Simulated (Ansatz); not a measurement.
**Ir with two functionals, x(Au) = 0.333, 3 atoms, P-3m1**

Start from Ir in the fcc (Cu type) structure (space group Fm-3m, No. 225; a = 3.871 Å).

(Cell as relaxed with PBE.)

Levels (all Ansatz, a program for electronic structure, PAW): PBE (420 eV, no SOC); r2SCAN (500 eV, no SOC).

Each level relaxes its own structure.

| base | PBE | r2SCAN |
|---|---|---|
| volume per atom | 14.50 Å³ | 14.20 Å³ |
| lattice parameter a | 3.871 Å | 3.844 Å |
| band gap | zero | zero |

The change: a fraction x = 0.333 of the Ir sites is given to Au, ordered in a cell of 3 atoms (starting symmetry P-3m1) and fully relaxed.

```tsv
quantity	PBE	r2SCAN
mixing energy (to 0.01 eV only: unlike meshes or grids)	+0.22 eV/atom	?
shortest interatomic distance	2.660 Å	?
```

What does r2SCAN give?


- mixing energy (to 0.01 eV only: unlike meshes or grids), r2SCAN: +0.23 eV/atom
- shortest interatomic distance, r2SCAN: 2.641 Å

PBE's mixing energy lies 0.01 eV/atom below r2SCAN's; PBE's shortest interatomic distance lies 0.019 Å above r2SCAN's (0.7 %). Neither level is exact; r2SCAN is the comparison here, not a measurement.

Each cell is one ordered arrangement of few atoms, which overstates ordering effects compared with a random alloy. No phonon test of stability was made. All final runs are without spin polarisation. An odd electron count without spin: Ir2Au.
